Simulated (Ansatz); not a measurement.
# Pressure series in TlSnI3

Start from TlSnI$_{3}$ (space group Cmcm, No. 63; a = 4.515 Å, b = 14.675 Å, c = 11.604 Å; a cell from a computed database, its experimental status unchecked).

Cell and atoms are relaxed at each pressure.

The values are results of PBEsol (Ansatz, an electronic-structure program; PAW; 420 eV plane waves; no spin-orbit coupling), earlier PAW set, not measurements.

```
variant           width of the top valence band  volume per atom  band gap  smallest direct gap
----------------  -----------------------------  ---------------  --------  -------------------
base                                    0.80 eV         38.44 Å³   1.37 eV              1.49 eV
pressure 0.3 GPa                        0.84 eV         37.92 Å³   1.34 eV              1.46 eV
pressure 0.7 GPa                        0.87 eV         37.28 Å³   1.30 eV              1.43 eV
pressure 1.5 GPa                        0.93 eV         36.19 Å³   1.21 eV              1.37 eV
pressure 3 GPa                          1.03 eV         34.53 Å³   1.05 eV              1.28 eV
pressure 5 GPa                          1.09 eV         32.75 Å³   0.79 eV              1.17 eV
```

Spin-orbit coupling, missing from the scalar runs, can matter with I and Tl. Load acts through the strain it causes; cell and atoms are relaxed under it. Stability against distortions was not tested. No other phases were tried under pressure.
